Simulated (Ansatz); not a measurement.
System: Ta2InC (P6₃/mmc, No. 194, 8 atoms in the cell; start mp-22144). Method: PBEsol in Ansatz (plane waves, PAW).

Settings: plane-wave cutoff 520 eV, 24×24×4 k mesh (along the axes of the cell as run), Fermi–Dirac smearing 0.05 eV, scalar-relativistic PAW data made under PBE.

Cell (relaxed at this level):

```xyz
8
Lattice="3.1363 0.0000 0.0000 -1.5682 2.7161 0.0000 0.0000 0.0000 14.3403" Properties=species:S:1:pos:R:3 pbc="T T T"
Ta     1.5682     0.9054     8.3650
Ta     0.0000     1.8108     5.9753
Ta     0.0000     1.8108     1.1949
Ta     1.5682     0.9054    13.1455
In     1.5682     0.9054     3.5851
In     0.0000     1.8108    10.7552
C      0.0000     0.0000     7.1702
C      0.0000     0.0000     0.0000
```

### Question
What does this level give for the bulk modulus?

### Answer

- bulk modulus = 191 GPa

The run finds no gap.

Note: the bulk modulus is −V dP/dV from two relaxed cells at ±2 % in volume; the relaxation could not lower the start's symmetry, so the cell can be a saddle point above a distorted one.

Spin–orbit coupling is not included; it can open a gap where bands touch, and shift volumes and moduli.

Computed values are for the static lattice.

A start named mp-… is a Materials Project structure, which need not be a measured phase.

Ansatz is an electronic-structure program.
